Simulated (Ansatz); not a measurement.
# Input and output of a self-consistent single point for Ti2CuSb3 (P-4m2, 6 atoms in the cell) (Ansatz)

Computed with PBEsol, harder PAW files (source: ansatz) made with PBE (plane waves; Ansatz, a quantum-chemistry and plane-wave program).

This input was run:

Ansatz 0.2 input:
```yaml
crystal:
  lattice:
    - [3.807950, 0.000000, 0.000000]
    - [0.000000, 3.807950, 0.000000]
    - [0.000000, 0.000000, 8.273930]
  atoms:
    - { symbol: Ti, position_ang: [1.903975, 0.000000, 2.172817] }
    - { symbol: Ti, position_ang: [0.000000, 1.903975, 6.101113] }
    - { symbol: Cu, position_ang: [0.000000, 0.000000, 0.000000] }
    - { symbol: Sb, position_ang: [1.903975, 0.000000, 5.171620] }
    - { symbol: Sb, position_ang: [0.000000, 1.903975, 3.102310] }
    - { symbol: Sb, position_ang: [1.903975, 1.903975, 0.000000] }
basis:
  ecutwfc: 54.4 Ry
kpoints:
  mp_grid: { grid: [7, 7, 4] }
hamiltonian:
  xc: pbesol
  pseudopotentials: { kind: paw, source: ansatz }
scf:
  occupations: { method: cold, width: 0.0073 Ry }
output:
  forces: true
  eigenvalues: true
  stress: true
```

The program printed (abridged):

```
WARN ansatz: RAYON_NUM_THREADS=1 ignored (pool sized by the plan → 1); use --threads N
Pseudopotentials: kind: paw
Pseudopotential: Ti, paw, valence charge 12
Pseudopotential: Cu, paw, valence charge 19
Pseudopotential: Sb, paw, valence charge 21
Crystal: 6 atoms, lattice volume = 119.976 Å³
Basis set: ecut = 740.1497058908735 eV, 5489 PW (Γ), exchange–correlation on 72×72×150 points (8 copies of the dense FFT grid, shifted against one another)
Bands: 64, of which v1, the nominal top of the filled ones, is band 53 counted from 1 (52 counted from 0)
Symmetry: 8 space group operations
Space group: P-4m2 (ITA 115), of the structure as read, at distance tolerance 4.9e-5 Å
k-points: 30 of 196 (time reversal used)
PAW frozen core: Ti, regenerated for the run's functional, and the local potential with it
PAW frozen core: Cu, regenerated for the run's functional, and the local potential with it
PAW frozen core: Sb, regenerated for the run's functional, and the local potential with it
Initial density: superposition of atomic densities (chi_scale 0.1, normalization cell, long waves kept (reshape's long-wave potential 0.03 eV rms))
Initial wavefunctions: pseudopotential atomic-orbital guess
Eigensolver: davidson
Functional: x = pbesol(κ = 0.804, μ = 0.12345679012345678), c = pbesol(β = 0.046)
SCF iter   1: F=—  HF=-39087.305704 eV  |F-HF|=—  |Δ(HF+E_count)|=         —  Δρ=1.14e-1  dr2=1.47e1  ethr=3.10e-3  ⟨swp⟩=6.0  Hψ=6764  notcnv=0
all-band conjugate gradients solve this SCF's bands
preconditioner: auto → Kerker (q_TF=auto, 2.673 Å⁻¹)
SCF iter   2: F=—  HF=-39085.522298 eV  |F-HF|=—  |Δ(HF+E_count)|=    1.78e0  S|Δr|=    0.00e0  Δρ=4.55e-2  dr2=2.74e0  ethr=3.10e-3  ⟨swp⟩=3.0  Hψ=2955  notcnv=0  defer=100
SCF iter   3: F=—  HF=-39085.045624 eV  |F-HF|=—  |Δ(HF+E_count)|=   4.77e-1  S|Δr|=    0.00e0  Δρ=2.04e-2  dr2=6.51e-1  ethr=2.59e-3  ⟨swp⟩=2.0  Hψ=2350  notcnv=0  defer=100
SCF iter   4: F=—  HF=-39084.962543 eV  |F-HF|=—  |Δ(HF+E_count)|=   8.31e-2  S|Δr|=    0.00e0  Δρ=6.17e-3  dr2=8.98e-2  ethr=6.14e-4  ⟨swp⟩=2.1  Hψ=2466  notcnv=0  defer=99
SCF iter   5: F=—  HF=-39084.951701 eV  |F-HF|=—  |Δ(HF+E_count)|=   1.08e-2  S|Δr|=    0.00e0  Δρ=1.25e-3  dr2=4.64e-3  ethr=8.48e-5  ⟨swp⟩=2.0  Hψ=2207  notcnv=0  defer=99
SCF iter   6: F=—  HF=-39084.951165 eV  |F-HF|=—  |Δ(HF+E_count)|=   5.36e-4  S|Δr|=    0.00e0  Δρ=7.33e-4  dr2=1.30e-3  ethr=4.38e-6  ⟨swp⟩=2.0  Hψ=2140  notcnv=0  defer=99
SCF iter   7: F=—  HF=-39084.951022 eV  |F-HF|=—  |Δ(HF+E_count)|=   1.43e-4  S|Δr|=    0.00e0  Δρ=1.80e-4  dr2=8.88e-5  ethr=1.22e-6  ⟨swp⟩=2.0  Hψ=2118  notcnv=0  defer=99
SCF iter   8: F=—  HF=-39084.950941 eV  |F-HF|=—  |Δ(HF+E_count)|=   8.08e-5  S|Δr|=    0.00e0  Δρ=1.02e-4  dr2=1.70e-5  ethr=8.38e-8  ⟨swp⟩=2.1  Hψ=3218  notcnv=0  defer=99
SCF iter   9: F=—  HF=-39084.950938 eV  |F-HF|=—  |Δ(HF+E_count)|=   2.75e-6  S|Δr|=    0.00e0  Δρ=2.94e-5  dr2=2.84e-6  ethr=1.60e-8  ⟨swp⟩=2.0  Hψ=2753  notcnv=0  defer=99
SCF iter  10: F=—  HF=-39084.950938 eV  |F-HF|=—  |Δ(HF+E_count)|=   3.61e-7  S|Δr|=    0.00e0  Δρ=7.53e-6  dr2=1.30e-7  ethr=2.67e-9  ⟨swp⟩=2.0  Hψ=2067  notcnv=0  defer=99
SCF iter  11: F=-39084.950938 eV  HF=-39084.950938 eV  |F-HF|=1.85e-9  |Δ(HF+E_count)|=   1.68e-8  S|Δr|=    0.00e0  Δρ=1.23e-6  dr2=2.80e-9  ethr=9.43e-11  ⟨swp⟩=10.9  Hψ=8049  notcnv=0
SCF 1 converged in 11 iterations: F = -39084.950938 eV  dr2 = 2.80e-9
SCF converged after 11 iterations
Stability not checked (fill_not_monotonic)
Free energy (F): -39084.950938 eV
Harris-Foulkes:  -39084.950938 eV  (|F-HF|=1.85e-9)
Internal energy: -39084.957723 eV  (E = F + TS)
E sigma→0 (E₀):  -39084.953199 eV
Entropy (-TS):   0.006785 eV (1.131 meV/atom)
Fermi energy:    14.402442 eV
Step filling:    the computed levels leave a gap of 0.0182 eV = 0.2 smearing widths
--- Per-component energies (eV) ---
  E_band       = -2455.390308
  E_kinetic    = 2548.824722
  E_local      = -18260.164276  (includes V_loc(G=0)·N_el)
  E_nonlocal   = 1044.010769
  E_hartree    = 7513.887825
  E_xc         = -3131.574258
  E_vxc        = -1110.289799  (∫ρ·V_xc dr)
  E_paw        = -14270.365424  (= ΣΔE_a)
  E_vpaw       = -1705.547594  (= ΣTr[D̂ρ^β])
  E_aug_tail   = 0.000134  (compensation charges beyond the density's cutoff)
  E_ewald      = -14531.106407
  E_core_change = 1.529192  (= ΣΔE_core)
  E_smearing   = 0.006785  (= −TS)
  E_closure    = -0.000000  (closes the sum)
  Σ components = -39084.950938   (vs F -39084.950938, Δ=0.00e0)
--- Forces (eV/Å), atoms counted from 1 ---
  atom   1  Ti    -0.00000000     0.00000000    -0.08178287
  atom   2  Ti    -0.00000000     0.00000000     0.08178287
  atom   3  Cu    -0.00000000     0.00000000     0.00000000
  atom   4  Sb     0.00000000     0.00000000    -0.00341198
  atom   5  Sb     0.00000000     0.00000000     0.00341198
  atom   6  Sb     0.00000000     0.00000000     0.00000000
  max |Σ_I F_I| component: 2.26e-17 eV/Å
--- Stress (GPa, compression-positive) ---
       -4.203811       0.000000       0.000000
        0.000000      -4.203811       0.000000
        0.000000       0.000000      -4.245247
  P = ⅓ Tr σ = -4.2176 GPa (-42.176 kbar)
  The stress holds the Pulay correction. Without it, at fixed plane waves, as pw.x and ABINIT print it: P = -4.2204 GPa
--- Band table (eV; the first three rows and the last of 30) ---
  k-point 0: bands = ["-97.8406", "-82.0869", "-82.0869", "-82.0675", "-82.0670", "-82.0548", "-82.0451", "-82.0451", "-82.0368", "-82.0368", "-55.3840", "-55.3840", "-55.3414", "-42.3636", "-42.3634", "-18.7775", "-18.7775", "-18.7560", "-18.7546", [...]
  k-point 1: bands = ["-97.8406", "-82.0869", "-82.0869", "-82.0675", "-82.0670", "-82.0548", "-82.0451", "-82.0451", "-82.0368", "-82.0368", "-55.3840", "-55.3840", "-55.3414", "-42.3635", "-42.3634", "-18.7775", "-18.7775", "-18.7559", "-18.7548", [...]
  k-point 2: bands = ["-97.8406", "-82.0869", "-82.0869", "-82.0675", "-82.0670", "-82.0548", "-82.0451", "-82.0451", "-82.0368", "-82.0368", "-55.3840", "-55.3840", "-55.3414", "-42.3635", "-42.3635", "-18.7775", "-18.7775", "-18.7557", "-18.7550", [...]
  k-point 29: bands = ["-97.8406", "-82.0869", "-82.0869", "-82.0672", "-82.0672", "-82.0548", "-82.0454", "-82.0450", "-82.0370", "-82.0366", "-55.3842", "-55.3842", "-55.3414", "-42.3611", "-42.3611", "-18.7998", "-18.7991", "-18.7521", [...]
```

The run converged in 11 iterations.

The starting cell comes from a database of computed structures (which also holds hypothetical and non-ambient phases and stackings), without a prior relaxation at this level. Spin-orbit coupling is off. Spin polarisation is off. With a pressure of about -4 GPa the cell is away from its equilibrium volume at this level. Ansatz's pressure includes its estimate of the finite-basis (Pulay) stress.

Cost on one core of a shared machine: roughly 40 s.
